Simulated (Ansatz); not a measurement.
A 32-atom cell of In(As,Sb) started in the zinc blende structure, site fractions As 0.875, Sb 0.125, short-range order -0.05 in the first shell of the mixed sites (0 is random, a negative value favours unlike neighbours), space group Fmm2 at the end, an ordered arrangement that its symmetry holds. The mixed sublattice has 16 sites.

The mixing enthalpy is taken against the end members in the zinc blende type, relaxed in the same cell and mesh.

The numbers are results of PBE (plane waves to 420 eV, PAW; Ansatz, a program for electronic structure), not measurements. No spin–orbit coupling; with elements this heavy it can move edges by tenths of an eV. Its k-point mesh 3×3×3, Fermi–Dirac width 0.01 eV.

```tsv
cell	energy at zero smearing (eV)
InAs	-167271.493
InSb	-193321.396
In8As7Sb	-170527.517
```

Q: Work out the mixing enthalpy per mixed site and the interaction parameter Ω of a regular solution.

A: With x = 2/16 of the second end member, ΔH = [-170527.517 − 14/16 × (-167271.493) − 2/16 × (-193321.396)] / 16 = 13 meV against the separate end members. Ω = ΔH / x(1 − x) = 122 meV.
